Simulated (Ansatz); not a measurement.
A computed series for Ge: pressure series

The parent structure is Ge in the diamond structure (space group Fd-3m, No. 227; a = 5.7617 Å).

Cell and atoms are relaxed at each pressure.

The values are results of DFT with PBE, PAW potentials and a 420 eV plane-wave cutoff in Ansatz (a program for electronic structure), no spin-orbit coupling, not measurements.

**Question.** Only one of these has a band gap. Which?
A. pressure −1 GPa
B. pressure −2 GPa
C. pressure 9 GPa
D. pressure 2.1 GPa

**Answer.** C, pressure 9 GPa. Computed: pressure −1 GPa: zero; pressure 2.1 GPa: zero; pressure 9 GPa: 0.37 eV; pressure −2 GPa: zero

Load acts through the strain it causes; cell and atoms are relaxed under it. Stability against distortions was not tested. Tetrahedral semiconductors of this kind turn to denser phases somewhere between about 1 and 50 GPa; those were not computed, so compressed cells here can lie past the real transition. A zero or small gap of Ge can be the functional's error rather than a property of the material.
